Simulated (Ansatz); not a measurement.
## A computed series for Mn5Ge3: pressure series

Take Mn5Ge3 (space group P6_3/mcm, No. 193; a = 7.012 Å, c = 4.874 Å; ferromagnetic; a cell from a computed database, its experimental status unchecked) as the base.

Cell and atoms are relaxed at each pressure.

Calculations: DFT with PBEsol, PAW potentials and a 420 eV plane-wave cutoff in Ansatz (a quantum-chemistry and plane-wave program), scalar-relativistic without spin-orbit coupling.

Notes on the quantities. enthalpy: H = E + PV relative to the base's energy.

```csv
change,enthalpy,density,shortest interatomic distance
base,–,7.88 g/cm³,2.415 Å
pressure 0.3 GPa,+0.02 eV/atom,7.90 g/cm³,2.413 Å
pressure 0.7 GPa,+0.06 eV/atom,7.92 g/cm³,2.411 Å
pressure 1.5 GPa,+0.12 eV/atom,7.96 g/cm³,2.408 Å
pressure 3 GPa,+0.24 eV/atom,8.04 g/cm³,2.401 Å
pressure 5 GPa,+0.40 eV/atom,8.14 g/cm³,2.392 Å
pressure 7.5 GPa,+0.59 eV/atom,8.26 g/cm³,2.382 Å
pressure 10 GPa,+0.79 eV/atom,8.38 g/cm³,2.372 Å
```

Other magnetic orders, which the real material may have, were not ruled out. Load acts through the strain it causes; cell and atoms are relaxed under it. Stability against distortions was not tested. Competing high-pressure phases were not computed.
